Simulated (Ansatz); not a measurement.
# Convergence study of the plane-wave cutoff for MgTl (P4mm, 2 atoms in the cell)

```xyz
2
Lattice="3.6196 0.0000 0.0000 0.0000 3.6196 0.0000 0.0000 0.0000 3.6196" Properties=species:S:1:pos:R:3 pbc="T T T"
Mg     0.0000     0.0000     0.0500
Tl     1.8098     1.8098     1.8098
```

Method: LDA (PW92), default PAW files made with PBE (plane waves; Ansatz, a quantum-chemistry and plane-wave program).

Base settings: basis.ecutwfc = 420 eV; kpoints.mp_grid.grid = 9 9 9; hamiltonian.xc = lda; hamiltonian.pseudopotentials = {kind: paw} (the program's default PAW files); scf.occupations.method = gaussian; scf.occupations.width = 0.1 eV.

The second cell is the first with its lattice scaled by 0.98.

The mesh stays at the base's, so the ladder's end is converged at best in this setting alone.

The first pressure column holds Ansatz's estimate of the finite-basis (Pulay) stress, which hides part of the cutoff error; the other is without it.

Only quantities that move along the ladder and can be compared are tabulated.

The count of work is k-points × plane waves × bands × iterations; it is no time. 

The starting cell comes from a database of computed structures (which also holds hypothetical and non-ambient phases and stackings), without a prior relaxation at this level. Its lattice was rescaled by up to half a per cent. One atom was moved a little off its site on purpose.

Steps (basis.ecutwfc): 145 eV; 170 eV; 190 eV; 210 eV; 230 eV; 250 eV; 295 eV; 335 eV; 380 eV; 420 eV; 460 eV; 505 eV; 565 eV; 630 eV; 735 eV; 840 eV; 1010 eV.

What is the coarsest basis.ecutwfc that holds the forces within 0.01 eV/Å of the last step, with all finer ones?

230 eV, at 0.11 of the last step's count of work; the step before is off by 0.020 eV/Å.

What is the coarsest basis.ecutwfc that holds the pressure within 1 GPa of the last step, with all finer ones?

190 eV, at 0.088 of the last step's count of work; the step before is off by 2.7 GPa.

What is the coarsest basis.ecutwfc that holds the pressure without the Pulay estimate within 0.1 GPa of the last step, with all finer ones?

380 eV, at 0.23 of the last step's count of work; the step before is off by 0.42 GPa.

| basis.ecutwfc | free energy less the last step's (meV/atom) | energy of the compressed cell less the first (meV/atom) | pressure (GPa) | pressure without the Pulay estimate (GPa) | largest difference of a force vector from the last step's (eV/Å) | count of work / last |
|---|---|---|---|---|---|---|
| 145 eV | 23386.92 | -36.76 | -1.74 | -544.30 | 0.089 | 0.061 |
| 170 eV | 9662.27 | 97.53 | 0.79 | -264.36 | 0.024 | 0.086 |
| 190 eV | 4721.64 | -24.49 | -2.21 | -148.54 | 0.052 | 0.088 |
| 210 eV | 2245.61 | -13.52 | -2.43 | -82.32 | 0.020 | 0.12 |
| 230 eV | 1039.95 | -14.18 | -2.10 | -45.01 | 0.008 | 0.11 |
| 250 eV | 459.25 | -14.58 | -1.89 | -24.06 | 0.003 | 0.13 |
| 295 eV | 51.20 | -5.80 | -1.88 | -5.56 | 0.001 | 0.15 |
| 335 eV | 5.18 | -6.26 | -1.95 | -2.38 | 0.000 | 0.20 |
| 380 eV | 1.33 | -6.35 | -1.95 | -1.98 | 0.000 | 0.23 |
| 420 eV | 0.77 | -6.37 | -1.95 | -1.98 | 0.000 | 0.27 |
| 460 eV | 0.37 | -6.39 | -1.95 | -1.96 | 0.000 | 0.31 |
| 505 eV | 0.27 | -6.39 | -1.95 | -1.95 | 0.000 | 0.36 |
| 565 eV | 0.21 | -6.39 | -1.95 | -1.96 | 0.000 | 0.42 |
| 630 eV | 0.10 | -6.40 | -1.95 | -1.96 | 0.000 | 0.51 |
| 735 eV | 0.04 | -6.40 | -1.95 | -1.95 | 0.000 | 0.62 |
| 840 eV | 0.02 | -6.40 | -1.95 | -1.95 | 0.000 | 0.76 |
| 1010 eV | 0.00 | -6.40 | -1.95 | -1.95 | 0.000 | 1.0 |

The energy difference between the two cells stays within 1 meV/atom of the last step's from 295 eV on, the total only from 420 eV on: much of the error is common to both cells and cancels.

Two neighbours can agree and both be off: 230 eV and 250 eV differ by 0.39 meV/atom in the energy of the compressed cell less the first, yet lie about 8.2 meV/atom from the last step.

At the lowest cutoff the pressure without the Pulay estimate lies 542 GPa under the last step's, the usual sign of Pulay stress in an incomplete plane-wave basis.

Keys are those of Ansatz 0.2.
